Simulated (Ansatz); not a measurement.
Take SiC (space group P6_3mc, No. 186; a = 3.079 Å, c = 15.107 Å) as the base.

All numbers come from PBEsol (Ansatz, a first-principles code, PAW, no spin-orbit coupling).

Base values:

- Pressure = 0.00 GPa

Perturbation: every lattice vector is stretched by 2.66 %, atoms relaxed at fixed cell.

Problem. Predict the new energy relative to the base.

Solution. The energy increases by 42 meV/atom.

Problem. How does this affect the pressure?

Solution. The pressure (mean of the normal stresses, compression positive) goes from zero to -14.98 GPa.

The cells carry an imposed strain or load. Whether these cells are dynamically stable was not tested.
